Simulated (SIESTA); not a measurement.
Input and output of a self-consistent single point for SrSi2Pd2 (I4/mmm, 5 atoms in the cell) (SIESTA)

Method: LDA PW92, numerical atomic orbitals DZP, PseudoDojo LDA standard norm-conserving potentials (rewritten from UPF to PSML) (SIESTA).

The input file:

```
# files in the folder: Sr.psml Si.psml Pd.psml (PseudoDojo LDA standard)
SystemName  Sr(SiPd)2
SystemLabel sr(sipd)2

NumberOfAtoms                5
NumberOfSpecies              3
%block ChemicalSpeciesLabel
  1 38 Sr
  2 14 Si
  3 46 Pd
%endblock ChemicalSpeciesLabel
LatticeConstant              1.0 Ang
%block LatticeVectors
    -2.152175000    2.152175000    5.000175000
     2.152175000   -2.152175000    5.000175000
     2.152175000    2.152175000   -5.000175000
%endblock LatticeVectors
AtomicCoordinatesFormat      Fractional
%block AtomicCoordinatesAndAtomicSpecies
     0.000000000    0.000000000    0.000000000  1
     0.373610000    0.373610000    0.000000000  2
     0.626390000    0.626390000    0.000000000  2
     0.250000000    0.750000000    0.500000000  3
     0.750000000    0.250000000    0.500000000  3
%endblock AtomicCoordinatesAndAtomicSpecies

XC.functional                LDA
XC.authors                   PW92
PAO.BasisSize                DZP
PAO.EnergyShift              0.005 Ry
MeshCutoff                   350 Ry
%block kgrid.MonkhorstPack
    9   0   0  0.0
    0   9   0  0.0
    0   0   9  0.0
%endblock kgrid.MonkhorstPack
OccupationFunction           MP
OccupationMPOrder            0
ElectronicTemperature        0.2 eV

MaxSCFIterations             150
SCF.Mixer.Method             Pulay
SCF.Mixer.Weight             0.25
SCF.Mixer.History            6
SCF.DM.Tolerance             1.0E-05
Diag.ParallelOverK           true
WriteForces                  true
```

Log, with long lists cut:

```
reinit: Reading from file input.fdf

reinit: System Name: Sr(SiPd)2
reinit: System Label: sr(sipd)2

coor:   Atomic-coordinates input format  =     Fractional

siesta: Atomic coordinates (Bohr) and species
siesta:      0.00000   0.00000   0.00000  1        1
siesta:      0.00000   0.00000   7.06045  2        2
siesta:      0.00000   0.00000  11.83747  2        3
siesta:      4.06702  -0.00000   4.72448  3        4
siesta:     -0.00000   4.06702   4.72448  3        5

siesta: System type = bulk

initatomlists: Number of atoms, orbitals, and projectors:      5    73    90

siesta: ******************** Simulation parameters ****************************
redata: Spin configuration                          = none
redata: Time-Reversal Symmetry                      = T
redata: Number of Atomic Species                    =        3
redata: Mesh Cutoff                                 =   350.0000 Ry
redata: Net charge of the system                    =     0.0000 |e|
redata: Min. number of SCF Iter                     =        0
redata: Max. number of SCF Iter                     =      150
redata: SCF convergence failure will abort job
redata: SCF mix quantity                            = Hamiltonian
redata: Mix DM or H after convergence               =   F
redata: Recompute H after scf cycle                 =   F
redata: Mix DM in first SCF step                    =   T
redata: No kicks to SCF
redata: DM Mixing Weight for Kicks                  =     0.5000
redata: Require Harris convergence for SCF          =   F
redata: Harris energy tolerance for SCF             =     0.000100 eV
redata: Require DM convergence for SCF              =   T
redata: DM tolerance for SCF                        =     0.000010
redata: Require EDM convergence for SCF             =   F
redata: EDM tolerance for SCF                       =     0.001000 eV
redata: Require H convergence for SCF               =   T
redata: Hamiltonian tolerance for SCF               =     0.001000 eV
redata: Require (free) Energy convergence for SCF   =   F
redata: (free) Energy tolerance for SCF             =     0.000100 eV
redata: Using DFT-D3 dispersion                     =   F
redata: Using Saved Data (generic)                  =   F
redata: Method of Calculation                       = Diagonalization
redata: Electronic Temperature                      =  2320.9036 K
redata: Number of TDED substeps                     =        3
redata: Dynamics option                             = Single-point calculation
redata: Save all siesta data in one NC              =   F
redata: ***********************************************************************

%block SCF.Mixers
  Pulay
%endblock SCF.Mixers

%block SCF.Mixer.Pulay
  # Mixing method
  method pulay
  variant stable

  # Mixing options
  weight 0.2500
  weight.linear 0.2500
  history 6
%endblock SCF.Mixer.Pulay

DM_history_depth set to one: no extrapolation allowed by default for geometry relaxation
Size of DM history Fstack: 1
Total number of electrons:    54.000000
Total ionic charge:    54.000000

* ProcessorY, Blocksize:    1  64

* Orbital distribution balance (max,min):    73    73

 Kpoints in:          405 . Kpoints trimmed:          365

siesta: k-grid: Number of k-points = 365
siesta: k-points from Monkhorst-Pack grid
siesta: k-cutoff (effective) =    19.370 Ang
siesta: k-point supercell and displacements
siesta: k-grid:     9     0     0      0.000
siesta: k-grid:     0     9     0      0.000
siesta: k-grid:     0     0     9      0.000

diag: Algorithm                                     = D&C
diag: Parallel over k                               =   F
diag: Use parallel 2D distribution                  =   F
diag: Parallel block-size                           = 64
diag: Parallel distribution                         =     1 x     1
diag: Used triangular part                          = Lower
diag: Absolute tolerance                            =  0.100E-15
diag: Orthogonalization factor                      =  0.100E-05
diag: Memory factor                                 =  1.0000

superc: Internal auxiliary supercell:     7 x     7 x     7  =     343
superc: Number of atoms, orbitals, and projectors:   1715  25039  30870

                        Single-point calculation

superc: Internal auxiliary supercell:     7 x     7 x     7  =     343
superc: Number of atoms, orbitals, and projectors:   1715  25039  30870

outcell: Unit cell vectors (Ang):
       -2.152175    2.152175    5.000175
        2.152175   -2.152175    5.000175
        2.152175    2.152175   -5.000175

outcell: Cell vector modules (Ang)   :    5.853671    5.853671    5.853671
outcell: Cell angles (23,13,12) (deg):    136.8569    136.8569     62.6582
outcell: Cell volume (Ang**3)        :     92.6404
new_DM -- step:     1
Initializing Density Matrix...

Attempting to read DM from file... Failed...
DM filled with atomic data:

InitMesh: MESH = 60 x 60 x 50 = 180000
InitMesh: Mesh cutoff (required, used) =   350.000   427.789 Ry

stepf: Methfessel-Paxton step function
       Using Hermite-Gauss polynomials of order  0

        iscf     Eharris(eV)        E_KS(eV)     FreeEng(eV)     dDmax    Ef(eV) dHmax(eV)
   scf:    1    -8478.653347    -8509.796596    -8509.844754  1.205733 -5.825151  3.143660
   scf:    2    -8510.201098    -8510.159602    -8510.211259  0.131795 -5.669960  1.604219
   scf:    3    -8510.231984    -8510.202802    -8510.254062  0.037421 -5.659874  1.086119
   scf:    4    -8510.236259    -8510.223147    -8510.274736  0.067953 -5.609564  0.093769
   scf:    5    -8510.224291    -8510.223876    -8510.275445  0.007402 -5.610827  0.023385
   scf:    6    -8510.223673    -8510.223835    -8510.275479  0.002335 -5.609385  0.022689
   scf:    7    -8510.223889    -8510.223891    -8510.275505  0.001202 -5.610828  0.013063
   scf:    8    -8510.223874    -8510.223886    -8510.275515  0.000789 -5.610130  0.000230
   scf:    9    -8510.223886    -8510.223886    -8510.275515  0.000027 -5.610140  0.000089
   scf:   10    -8510.223886    -8510.223886    -8510.275515  0.000014 -5.610144  0.000083
   scf:   11    -8510.223886    -8510.223886    -8510.275515  0.000018 -5.610150  0.000005
   scf:   12    -8510.223886    -8510.223886    -8510.275515  0.000001 -5.610150  0.000002

SCF Convergence by DM+H criterion
max |DM_out - DM_in|         :     0.0000008749
max |H_out - H_in|      (eV) :     0.0000023522
SCF cycle converged after 12 iterations

Using DM_out to compute the final energy and forces

siesta: E_KS(eV) =            -8510.2239

siesta: E_KS - E_eggbox =     -8510.2239

siesta: Atomic forces (eV/Ang):
     1   -0.000000    0.000000    0.000000
     2   -0.000309   -0.000309   -0.345372
     3    0.000309    0.000309    0.345372
     4   -0.000546    0.000546    0.000000
     5    0.000546   -0.000546   -0.000000
   Tot    0.000000   -0.000000    0.000000
   Max    0.345372
   Res    0.126112    sqrt( Sum f_i^2 / 3N )
   Max    0.345372    constrained

Stress tensor Voigt[x,y,z,yz,xz,xy] (kbar):        0.54        0.54       13.81        0.00        0.00       -0.00
(Free)E + p*V (eV/cell)    -8510.5627
Target enthalpy (eV/cell)    -8510.2755

siesta: Program's energy decomposition (eV):
siesta: Ebs     =     -1555.230367
siesta: Eions   =     12019.472684
siesta: Ena     =      1900.136877
siesta: Ekin    =      2794.507415
siesta: Enl     =       228.082033
siesta: Eso     =         0.000000
siesta: Edftu   =         0.000000
siesta: DEna    =        14.547867
siesta: DUscf   =         0.458443
siesta: DUext   =         0.000000
siesta: Ex      =     -1302.847084
siesta: Ec      =      -125.636752
siesta: Exc     =     -1428.483836
siesta: Eharris =     -8510.223886
siesta: Etot    =     -8510.223886
siesta: FreeEng =     -8510.275515

siesta: Atomic forces (eV/Ang):
siesta:      1   -0.000000    0.000000    0.000000
siesta:      2   -0.000309   -0.000309   -0.345372
siesta:      3    0.000309    0.000309    0.345372
siesta:      4   -0.000546    0.000546    0.000000
siesta:      5    0.000546   -0.000546   -0.000000
siesta: ----------------------------------------
siesta:    Tot    0.000000   -0.000000    0.000000

siesta: Stress tensor (static) (eV/Ang**3):
siesta:     0.000339   -0.000002    0.000002
siesta:    -0.000002    0.000339    0.000002
siesta:     0.000002    0.000002    0.008622

siesta: Cell volume =         92.640387 Ang**3

siesta: Pressure (static):
siesta:                Solid            Molecule  Units
siesta:          -0.00003377         -0.00006789  Ry/Bohr**3
siesta:          -0.00310035         -0.00623329  eV/Ang**3
siesta:          -4.96730600         -9.98683838  kBar
```

The run converged in 12 iterations.

The starting cell comes from a database of computed structures (which also holds hypothetical and non-ambient phases and stackings), without a prior relaxation at this level. Spin polarisation is off. Values carry the incompleteness of an atom-centred basis.

Cost on one core of a shared machine: roughly 90 s.
